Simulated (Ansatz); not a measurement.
# Zr (model structure, P6/mmm, No. 191, 3 atoms in the cell): properties by level of theory

```
level (code)     equilibrium lattice constant a (Å)  lattice parameter c (Å)  bulk modulus B0 (GPa)  cohesive energy (eV/atom)
---------------  ----------------------------------  -----------------------  ---------------------  -------------------------
LDA (Ansatz)                                  4.922                    3.083                    108                       7.42
PBEsol (Ansatz)                               4.972                    3.111                    102                       6.80
r²SCAN (Ansatz)                               5.039                    3.157                   97.4                       5.69
```

Caveats: the bulk modulus is −V dP/dV from two relaxed cells at ±2 % in volume (LDA, PBEsol, r²SCAN). Ansatz's density-functional and Hartree–Fock values are scalar-relativistic unless marked +SOC, with PAW data made under PBE.

Free atoms are spin-polarised, in the lowest state found; at levels without +SOC their spin–orbit coupling is left out.

Static lattice: no zero-point or thermal effects.

A model structure was made by putting elements into a prototype or built by hand; it is no filed structure, need not be a known phase, and can be a saddle point held by its symmetry.

Ansatz is a quantum-chemistry and plane-wave program.
